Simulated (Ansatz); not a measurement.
Consider BaZrO3 in the cubic perovskite structure (space group Pm-3m, No. 221).

```
BaZrO3
1.0
    4.20498     0.00000     0.00000
    0.00000     4.20498     0.00000
    0.00000     0.00000     4.20498
Ba Zr O
1 1 3
Direct
  0.00000   0.00000   0.00000
  0.50000   0.50000   0.50000
  0.00000   0.50000   0.50000
  0.50000   0.50000   0.00000
  0.50000   0.00000   0.50000
```

Cartesian axes are those of the cell as printed.

The values are results of r2SCAN (Ansatz, a first-principles code, PAW, spin-orbit coupling left out), not measurements.

Before the change:

| Property | Result |
|---|---|
| Smallest direct gap | 3.96 eV |
| Pressure | 0.01 GPa |
| Band gap | 3.73 eV |

The change: the cell is compressed by 2.08 % along z with no lateral relaxation; the atoms relax in the strained cell.

Question: Estimate the effect on the smallest direct gap, energy relative to the base, pressure and band gap.

Answer: The smallest direct gap falls by 0.07 eV (3.96 eV → 3.89 eV); the energy rises by 6.9 meV/atom; the pressure (mean of the normal stresses, compression positive) rises by 3.716 GPa to 3.72 GPa; the band gap decreases by 0.02 eV (3.73 eV → 3.71 eV).

No phonon test of stability was made.
